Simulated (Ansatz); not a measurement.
Base system: TaAs (space group I4_1md, No. 109; a = 3.429 Å, c = 11.583 Å; relaxed with 0.1 eV smearing). Axes: x, y, z lie along a, b, c of the conventional cell.

Level of theory: Ansatz (a first-principles code) PBEsol, scalar-relativistic without spin-orbit coupling, earlier PAW set.

One thing is altered: uniaxial stress, 5 GPa compression along z; all other stress components relax to zero.

How does this affect the strain response?

The strain response (xx, yy, zz) is (+0.70, +0.70, −2.52) %.

What does the calculation give for the energy relative to the base after the change?

The energy goes up by 6.6 meV/atom.

Stability under load was not tested beyond the relaxation. All final runs are without spin polarisation.
